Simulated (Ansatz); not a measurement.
**A short convergence ladder for WSe₂ (P6_3/mmc, 6 atoms in the cell)**

```
CELL_PARAMETERS angstrom
      1.64820    -2.85477     0.00000
      1.64820     2.85477     0.00000
      0.00000     0.00000    13.02480
ATOMIC_POSITIONS crystal
  W  0.33333 0.66667 0.25000
  W  0.66667 0.33333 0.75000
  Se 0.33333 0.66667 0.87900
  Se 0.66667 0.33333 0.37900
  Se 0.66667 0.33333 0.12100
  Se 0.33333 0.66667 0.62100
```

Base method: PBEsol, PAW files made with PBE (plane waves; Ansatz, an electronic-structure program).

Base settings: basis.ecutwfc = 30.9 Ry; kpoints.mp_grid.grid = 9 9 2; hamiltonian.xc = pbesol; hamiltonian.pseudopotentials = {kind: paw} (the program's default PAW files); scf.occupations.method = fermi_dirac; scf.occupations.width = 0.0037 Ry.

Core times come from one kind of shared machine, to one figure; runs under 30 s give none.

**Zone-centre phonons against the cutoff**

In this ladder: scf.occupations.method = fixed; scf.occupations.width = default; phonons.method = dfpt; phonons.dielectric = true; phonons.rigid_motions = translations.

The mesh stays at the base's, so the ladder's end is converged at best in this setting alone.

Frequencies are those of the unrelaxed cell, without the LO-TO term of polar crystals.

Only quantities that move along the ladder and can be compared are tabulated.

ε∞ and Born charges come from denser meshes that the program picks itself.

```csv
basis.ecutwfc,highest zone-centre frequency (cm⁻¹),lowest optical frequency (cm⁻¹),largest Born charge (mean of the diagonal) (e),mean ε∞,core time / last (rough)
15.4 Ry,305.6,2.8,1.043,12.634,0.9
21.7 Ry,298.2,20.8,1.099,12.725,0.8
30.9 Ry,298.7,21.9,1.109,12.723,0.8
37.1 Ry,298.7,21.9,1.108,12.723,1
```

Coarsest basis.ecutwfc that holds the largest Born charge (mean of the diagonal) within 0.02 e of the last step, with all finer ones: 21.7 Ry; the step before is off by 0.066 e.

Coarsest basis.ecutwfc that holds the highest zone-centre frequency within 1 cm⁻¹ of the last step, with all finer ones: 21.7 Ry; the step before is off by 6.9 cm⁻¹.

Coarsest basis.ecutwfc that holds the mean ε∞ within 0.05 of the last step, with all finer ones: 21.7 Ry; the step before is off by 0.089.

On the base run: the starting cell has typed, rounded lattice constants, without a prior relaxation at this level. Its lattice was rescaled by up to half a per cent.

Keys are those of Ansatz 0.2.
